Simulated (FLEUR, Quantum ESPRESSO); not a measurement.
A Quantum ESPRESSO input for a self-consistent single point of WSi₂ (I4/mmm, 3 atoms in the cell) (DFT, PBE, plane waves, PseudoDojo standard norm-conserving (PBE) pseudopotentials):

```fortran
&control
   calculation = 'scf'
   prefix = 'run'
   outdir = './tmp/'
   pseudo_dir = './'
   tprnfor = .true.
   tstress = .true.
/
&system
   ibrav = 0
   nat = 3
   ntyp = 2
   ecutwfc = 75
   occupations = 'smearing'
   smearing = 'fermi-dirac'
   degauss = 0.0099958
/
&electrons
   conv_thr = 1.0d-9
/
ATOMIC_SPECIES
Si    28.0850  Si.upf
W    183.8400  W.upf
ATOMIC_POSITIONS crystal
Si    0.6650000000    0.6650000000    0.0000000000
Si    0.3350000000    0.3350000000    0.0000000000
W     0.0000000000    0.0000000000    0.0000000000
K_POINTS automatic
10 10 10  0 0 0
CELL_PARAMETERS bohr
  -3.0439292676     3.0439292676     7.4249115779
   3.0439292676    -3.0439292676     7.4249115779
   3.0439292676     3.0439292676    -7.4249115779
```

Question: Give the FLEUR input for the same structure, mesh, smearing and functional.

Answer: One input that does it (others would too):

Input of the input generator:

```
WSi2 crystal
&input film=f /
-3.0439292676 3.0439292676 7.4249115779
3.0439292676 -3.0439292676 7.4249115779
3.0439292676 3.0439292676 -7.4249115779
1.0
1.0 1.0 1.0

3
14 0.6650000000 0.6650000000 0.0000000000
14 0.3350000000 0.3350000000 0.0000000000
74 0.0000000000 0.0000000000 0.0000000000

&comp jspins=1 /
&kpt div1=10 div2=10 div3=10 gamma=t /
&end /
```

```xml
<?xml version="1.0" encoding="UTF-8" standalone="no"?>
<fleurInput fleurInputVersion="0.39">
   <comment>
      WSi2 crystal                                                                                        
   </comment>
   <calculationSetup>
      <cutoffs Kmax="4.4" Gmax="17.6" GmaxXC="17.6" numbands="0"/>
      <scfLoop itmax="100" minDistance="0.00001" maxIterBroyd="40" imix="Anderson" alpha="0.05" precondParam="0.0" spinf="2.0"/>
      <coreElectrons ctail="T" frcor="F" kcrel="0" coretail_lmax="0"/>
      <xcFunctional name="pbe" relativisticCorrections="F"/>
      <magnetism jspins="1"/>
      <soc l_soc="F" theta="0.0" phi="0.0" spav="F"/>
      <expertModes spex="0" secvar="F"/>
      <geometryOptimization l_f="T" forcealpha="1.0" forcemix="BFGS" epsdisp="0.00001" epsforce="0.00001"/>
      <ldaU l_linMix="F" mixParam="0.05" spinf="1.0"/>
   </calculationSetup>
   <cell>
      <bzIntegration valenceElectrons="22.0" mode="hist" fermiSmearingEnergy="0.00499791">
         <kPointListSelection listName="default-1"/>
         <!-- k-points included here -->
         <xi:include xmlns:xi="http://www.w3.org/2001/XInclude" href="kpts.xml"> </xi:include>
      </bzIntegration>
      <!-- symmetry operations included here -->
      <xi:include xmlns:xi="http://www.w3.org/2001/XInclude" href="sym.xml"> </xi:include>
      <bulkLattice scale="1.0">
         <bravaisMatrix>
            <row-1>   -3.0439292675999998     3.0439292675999998     7.4249115778999997</row-1>
            <row-2>    3.0439292675999998    -3.0439292675999998     7.4249115778999997</row-2>
            <row-3>    3.0439292675999998     3.0439292675999998    -7.4249115778999997</row-3>
         </bravaisMatrix>
      </bulkLattice>
   </cell>
   <atomSpecies>
      <species name="Silicon (Si)" element="Si" atomicNumber="14">
         <mtSphere radius="2.24" gridPoints="791" logIncrement="0.015"/>
         <atomicCutoffs lmax="8" lnonsphr="6"/>
         <electronConfig flipSpins="F">
            <coreConfig>(1s1/2) (2s1/2) (2p1/2) (2p3/2)</coreConfig>
            <valenceConfig>(3s1/2) (3p1/2) (3p3/2)</valenceConfig>
            <stateOccupation state="(3p1/2)" spinUp="0.3333333333333" spinDown="0.3333333333333"/>
            <stateOccupation state="(3p3/2)" spinUp="0.6666666666667" spinDown="0.6666666666667"/>
         </electronConfig>
         <energyParameters s="3" p="3" d="3" f="4"/>
      </species>
      <species name="Tungsten (W)" element="W" atomicNumber="74">
         <mtSphere radius="2.29" gridPoints="807" logIncrement="0.016"/>
         <atomicCutoffs lmax="10" lnonsphr="8"/>
         <electronConfig flipSpins="F">
            <coreConfig>(1s1/2) (2s1/2) (2p1/2) (2p3/2) (3s1/2) (3p1/2) (3p3/2) (4s1/2) (3d3/2) (3d5/2) (4p1/2) (4p3/2) (4d3/2) (4d5/2) (4f5/2) (4f7/2)</coreConfig>
            <valenceConfig>(5s1/2) (5p1/2) (5p3/2) (6s1/2) (5d3/2) (5d5/2)</valenceConfig>
            <stateOccupation state="(5d3/2)" spinUp="0.8" spinDown="0.8"/>
            <stateOccupation state="(5d5/2)" spinUp="1.2" spinDown="1.2"/>
         </electronConfig>
         <energyParameters s="6" p="6" d="5" f="5"/>
         <lo type="SCLO" l="0" n="5" eDeriv="0"/>
         <lo type="SCLO" l="1" n="5" eDeriv="0"/>
      </species>
   </atomSpecies>
   <atomGroups>
      <atomGroup species="Silicon (Si)">
         <relPos label="                   1">-.3350000000 -.3350000000 .0000000000</relPos>
         <relPos label="                   2">.3350000000 .3350000000 .0000000000</relPos>
         <force calculate="T" relaxXYZ="TTT"/>
      </atomGroup>
      <atomGroup species="Tungsten (W)">
         <relPos label="                   3">.0000000000 .0000000000 .0000000000</relPos>
         <force calculate="T" relaxXYZ="TTT"/>
      </atomGroup>
   </atomGroups>
   <output dos="F" band="F" slice="F">
      <checks vchk="F" cdinf="F"/>
      <bandDOS minEnergy="-.5*Htr" maxEnergy="0.5*Htr" sigma="0.015" storeEVData="T"/>
      <vacuumDOS vacdos="F" integ="F" star="F" nstars="0" locx1="0.0" locy1="0.0" locx2="0.0" locy2="0.0" nstm="0" tworkf="0.0"/>
      <unfoldingBand unfoldBand="F" supercellX="1" supercellY="1" supercellZ="1"/>
      <plotting iplot="0" polar="F">
         <plot TwoD="T" vec1="  1.0  0.0  0.0" vec2="  0.0  1.0  0.0" vec3="  0.0  0.0  1.0" zero="  0.0  0.0  0.0" file="plot"/>
      </plotting>
      <chargeDensitySlicing numkpt="0" minEigenval="0.0" maxEigenval="0.0" nnne="0" pallst="F"/>
      <specialOutput eonly="F"/>
      <magneticCircularDichroism mcd="F" energyLo="-10.0" energyUp="0.0"/>
   </output>
  <!-- We include the file relax.xml here to enable relaxations (see documentation) -->
  <xi:include xmlns:xi="http://www.w3.org/2001/XInclude" href="relax.xml"> <xi:fallback/> </xi:include>
</fleurInput>
```

Basis settings and potentials, where a program has them, do not carry over. This input uses DFT, PBE, all-electron FLAPW (FLEUR), scalar-relativistic valence.

The starting cell has typed, rounded lattice constants, without a prior relaxation at this level. Its lattice was rescaled by a random factor within 2.5 % of one.
